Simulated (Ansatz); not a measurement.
VSi (model structure, started from the CsCl type, Pm-3m, No. 221, 2 atoms in the cell), treated with HSE06 (PAW; Ansatz, an electronic-structure program).

The input as run:

Ansatz 0.2 input:
```yaml
crystal:
  lattice:
    - [3.0106533491, 0.0, 0.0]
    - [0.0, 3.0106533491, 0.0]
    - [0.0, 0.0, 3.0106533491]
  atoms:
    - { symbol: V, position: [0.0, 0.0, 0.0], spin: 2 }
    - { symbol: Si, position: [0.5, 0.5, 0.5] }
kpoints:
  mp_grid: { grid: [8, 8, 8] }
hamiltonian:
  xc: hse06
  pseudopotentials: { kind: paw }
  dispersion: none
scf:
  occupations: { method: fermi_dirac, width: 0.05 }
output:
  forces: true
  stress: true
  eigenvalues: true
magnetization:
  spin_polarized: true
basis:
  ecutwfc: 500
  ecutrho_ratio: 4
  xc_grid: 2
```

Problem. How many irreducible k-points, plane waves at Γ does the program set up, and what pressure does the run end with?

Solution. 35 irreducible k-points, 739 plane waves at Γ; P = 0.77 GPa, so the cell is compressed on average and its volume would grow at this level.

Excerpt of the program's output:

```
WARN output.stress: scf.convergence.dr2_threshold = 1e-7 eV (the SCF's general default) is looser than the 2e-10 eV advised for a printed stress (1e-10 eV for …
WARN output.stress: scf.exx.energy_threshold = 1e-6 eV is looser than the 2e-8 eV advised for a stress under a hybrid functional (1e-8 eV for each atom of the …
Crystal: 2 atoms, lattice volume = 27.289 Å³
Basis set: ecut = 500 eV, 739 PW (Γ), exchange–correlation on 48×48×48 points (8 copies of the dense FFT grid, shifted against one another)
Bands: 14, of which v1, the nominal top of the filled ones, is band 9 counted from 1 (8 counted from 0)
Symmetry: 48 space group operations
Space group: Pm-3m (ITA 221), of the structure as read, at distance tolerance 3.0e-5 Å
k-points: 35 of 512
Initial density: superposition of atomic densities (chi_scale 0.1, normalization cell)
SCF 1 converged in 24 iterations: F = -3548.455725 eV  dr2 = 1.58e-9
Crystal: 2 atoms, lattice volume = 27.289 Å³
Initial density: handed on by an earlier stage of this run
Crystal: 2 atoms, lattice volume = 27.289 Å³
Crystal: 2 atoms, lattice volume = 27.289 Å³
Crystal: 2 atoms, lattice volume = 27.289 Å³
Crystal: 2 atoms, lattice volume = 27.289 Å³
SCF 6 converged in 6 iterations: F = -3547.815691 eV  dr2 = 2.96e-9
Magnetization: 2.8944 μB (9.9472 up, 7.0528 down)
Free energy (F): -3547.815691 eV
Internal energy: -3547.811834 eV  (E = F + TS)
E sigma→0 (E₀):  -3547.813763 eV
Fermi energy:    14.179356 eV
--- Forces (eV/Å), atoms counted from 1 ---
  atom   1  V     -0.00000000     0.00000000    -0.00000000
  atom   2  Si     0.00000000     0.00000000     0.00000000
--- Stress (GPa, compression-positive) ---
        0.773404       0.000000       0.000000
       -0.000000       0.773404       0.000000
        0.000000       0.000000       0.773404
  P = ⅓ Tr σ = 0.7734 GPa (7.734 kbar)
```

The PAW data were made under PBE.

The run is spin-polarised with parallel starting moments, which need not be the measured order.

Note: the magnetic order was assumed, not searched for or taken from measurement. Note: exact exchange on metals is sensitive to the k mesh and can open a false gap. Note: the run warned that the count of filled bands differs between k points. Note: the relaxation could raise the start's symmetry but not lower it, so the cell can be a saddle point. Note: cell and atoms aren't relaxed at this level (pressure 0.8 GPa).

Computing time: roughly 4 core-minutes.

A model structure was made by putting elements into a prototype or built by hand; it is no filed structure, need not be a known phase, and can be a saddle point held by its symmetry.
